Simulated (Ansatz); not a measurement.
We consider SrGaHO2 (model structure, started from the SrVO2H type, P4/mmm, No. 123, 5 atoms in the cell), described by PBEsol (Ansatz, a first-principles code, plane waves, PAW).

Input:

Ansatz 0.2 input:
```yaml
crystal:
  lattice:
    - [3.9626221227, 0.0, 0.0]
    - [0.0, 3.9626221227, 0.0]
    - [0.0, 0.0, 3.6047417001]
  atoms:
    - { symbol: Sr, position: [0.5, 0.5, 0.5] }
    - { symbol: Ga, position: [0.0, 0.0, 0.0] }
    - { symbol: O, position: [0.5, 0.0, 0.0] }
    - { symbol: O, position: [0.0, 0.5, 0.0] }
    - { symbol: H, position: [0.0, 0.0, 0.5] }
basis:
  ecutwfc: 520
  ecutrho_ratio: 4
  xc_grid: 2
kpoints:
  mp_grid: { grid: [10, 10, 10] }
hamiltonian:
  xc: pbesol
  dispersion: none
  pseudopotentials: { kind: paw }
scf:
  occupations: { method: fermi_dirac, width: 0.01 }
output:
  forces: true
  stress: true
  eigenvalues: true
relax:
  f_tol: 0.004
  escape_saddle: false
  max_steps: 80
  cell: { stress_tol: 0.02, fix: [volume] }
```

The run printed, among other lines:

```
Relaxation: its limit of steps is 80 (relax.max_steps)
Crystal: 5 atoms, lattice volume = 56.603 Å³
Basis set: ecut = 520 eV, 1533 PW (Γ), exchange–correlation on 60×60×54 points (8 copies of the dense FFT grid, shifted against one another)
Bands: 23, of which v1, the nominal top of the filled ones, is band 18 counted from 1 (17 counted from 0)
Symmetry: 16 space group operations
Space group: P4/mmm (ITA 123), of the structure as read, at distance tolerance 3.8e-5 Å
k-points: 126 of 1000
Functional: x = pbesol(κ = 0.804, μ = 0.12345679012345678), c = pbesol(β = 0.046)
SCF iter   1: F=—  HF=-8376.640257 eV  |F-HF|=—  |Δ(HF+E_count)|=         —  Δρ=1.47e-2  dr2=9.54e-2
SCF iter   2: F=—  HF=-8376.615436 eV  |F-HF|=—  |Δ(HF+E_count)|=   2.48e-2  Δρ=3.15e-3  dr2=2.90e-3
  ...
SCF 1 converged in 8 iterations: F = -8376.614823 eV  dr2 = 2.46e-9
Crystal: 5 atoms, lattice volume = 56.603 Å³
Initial density: handed on by an earlier stage of this run
SCF 2 converged in 4 iterations: F = -8376.615020 eV  dr2 = 1.73e-8
Crystal: 5 atoms, lattice volume = 56.603 Å³
Basis set: ecut = 520 eV, 1517 PW (Γ), exchange–correlation on 60×60×54 points (8 copies of the dense FFT grid, shifted against one another)
SCF 3 converged in 4 iterations: F = -8376.615076 eV  dr2 = 1.34e-8
Crystal: 5 atoms, lattice volume = 56.603 Å³
SCF iter   5: F=—  HF=-8376.615076 eV  |F-HF|=—  |Δ(HF+E_count)|=  2.80e-10  Δρ=3.63e-7  dr2=2.17e-11
SCF iter   6: F=-8376.615076 eV  HF=-8376.615076 eV  |F-HF|=3.64e-12  |Δ(HF+E_count)|=  1.29e-10  Δρ=1.00e-7  dr2=4.34e-12
SCF 4 converged in 6 iterations: F = -8376.615076 eV  dr2 = 4.34e-12
SCF converged after 6 iterations
Free energy (F): -8376.615076 eV
Internal energy: -8376.615076 eV  (E = F + TS)
E sigma→0 (E₀):  -8376.615076 eV
Fermi energy:    9.265051 eV
--- Forces (eV/Å), atoms counted from 1 ---
  atom   1  Sr     0.00000000    -0.00000000    -0.00000000
  atom   2  Ga    -0.00000000    -0.00000000    -0.00000000
  atom   3  O      0.00000000    -0.00000000    -0.00000000
  atom   4  O     -0.00000000     0.00000000     0.00000000
  atom   5  H     -0.00000000     0.00000000     0.00000000
--- Stress (GPa, compression-positive) ---
       -2.451765       0.000000      -0.000000
        0.000000      -2.451765      -0.000000
       -0.000000      -0.000000      -2.450468
  P = ⅓ Tr σ = -2.4513 GPa (-24.513 kbar)
```

The cell is one volume of an energy–volume scan, off the minimum.

The PAW data were made under PBE.

Note: the relaxation could raise the start's symmetry but not lower it, so the cell can be a saddle point.

A model structure was made by putting elements into a prototype or built by hand; it is no filed structure, need not be a known phase, and can be a saddle point held by its symmetry.
